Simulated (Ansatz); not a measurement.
Given:

```
CELL_PARAMETERS angstrom
      5.90068     0.00000     0.00000
      0.00000     5.90068     0.00000
      0.00000     0.00000     3.26714
ATOMIC_POSITIONS crystal
  W  0.50000 0.50000 0.50000
  W  0.00000 0.00000 0.00000
  Se 0.78426 0.78426 0.50000
  Se 0.28426 0.71574 0.00000
  Se 0.71574 0.28426 0.00000
  Se 0.21574 0.21574 0.50000
```

No spin polarisation.

Method: Ansatz (a quantum-chemistry and plane-wave program) r2SCAN, no spin-orbit coupling. Settings: 8×8×14 k-points, 0.05 eV Fermi–Dirac smearing.

**Question.** Predict the band gap, space group and pressure.

**Answer.** The band gap is zero and the space group is P4_2/mnm (No. 136). The pressure (mean of the normal stresses, compression positive) is 20.1 GPa.

The cells carry an imposed strain or load. Stability against distortions was not tested. The final runs are not spin-polarised. The cell was made from WSe2 in the rutile structure (space group P4_2/mnm, No. 136; a hypothetical phase, not in the database extracts checked) by this change: isotropic strain −3.97 %.
